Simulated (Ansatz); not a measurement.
# Point defect S on the Si site (S_Si) in silicon

Computed with PBE, PAW (plane waves to 420 eV; Ansatz, an electronic-structure program). The supercell holds 64 host sites (2×2×2 repeats of the unit cell), with a 2×2×2 shifted k-point sampling for the final energies. Site at the start: the Si site. Charged cells carry a point-charge image correction with potential alignment at far atoms. Dielectric constants: PBE linear response of the host. Host gap at this level: 0.61 eV. Finite-size and sampling errors can reach tenths of an eV here. PBE underestimates the host's gap, which shifts levels and can delocalise carriers. Spin–orbit coupling is left out. Each state is the lowest found from its start.

Formation energies E_f are given with the Fermi level at the valence-band maximum. Chemical conditions: impurity bounded by its compound with the host (Δμ(Si) = 0.00 eV, Δμ(S) = -1.03 eV, bounded by SiS2 (Ibam); only phases computed here count, gases as isolated molecules at 0 K). Reference phases: S: S8 molecule in a box, Si: silicon.

| charge | moment (μB) | point group | largest move off a lattice site (Å) | image correction with alignment (eV) | E_f, impurity bounded by its compound with the host (eV) |
|---|---|---|---|---|---|
| +2† | not spin-polarised | – | 0.08 | 0.53 | – |
| +1 | 1.0 | Td | 0.09 | 0.14 | 1.83 |
| 0 | not spin-polarised | Td | 0.11 | 0.00 | 2.21 |
| −1* | fractional | – | 0.10 | – | – |

* At this level the carrier isn't localised at the defect: at charge −1 electrons occupy the conduction band. Such a state is shallow or no state of the defect, and this cell gives it no level.

† Not settled in this cell, so no level is given: charge +2: level within 0.1 eV of a band edge or past it.

Point groups are those of the whole cell at tolerances of 0.03 and 0.1 Å ("near" where only the looser one holds); none is given for unsettled states.

Transition levels above the valence-band maximum: ε(+1/0) = 0.38 eV. On the lower envelope of the bound states, inside the gap: (+1/0) at 0.38 eV.

All states together cost roughly 40 core-minutes.
